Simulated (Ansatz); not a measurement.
Sn on the 1x1 (111) surface of fcc Ag, one in a 2x2 cell, started at the site 'bridge Ag-Ag (span 2.9 Å)'

Computed with PBE (plane waves to 420 eV, PAW; Ansatz, a first-principles code).

Model: 17-atom slab, 7.1 Å thick at the start under the adsorbate (thin: gaps and levels are the slab's own), 6x6x1 mesh, Fermi-Dirac 0.1 eV, dipole correction, 8 atoms held, the rest relaxed; symmetry of the start imposed; spin-polarised, no spin-orbit, no U, no dispersion correction. The starting moment vanished. At the end it is bonded to 3 Ag. In PBE it is, or lies within 0.03 eV of, the lowest of the starts that converged.

The adsorption energy against an atom of beta tin is 0.42 eV and the work function of the top face comes out as 4.25 eV. The change of the work function is -0.19 eV, the change of the step from the bottom to the top vacuum level, against the clean slab is -0.24 eV and the energy released by relaxation is 0.32 eV. The height of the binding atom over the mean of the host atoms within 0.3 Å of the top one comes out as 3.986 bohr. The magnetic moment of the cell comes out as 0.00 μB and the nearest host atoms of the binding atom is Ag at 2.77 Å, Ag at 2.77 Å, Ag at 2.77 Å. The largest move of a host atom is 0.18 Å and the note is in the relaxation the adsorbate left its starting site by 0.9 Å. The cost is around 100 core-minutes (rough).

A negative adsorption energy means that the adsorbate is more stable on the surface than in its reference.
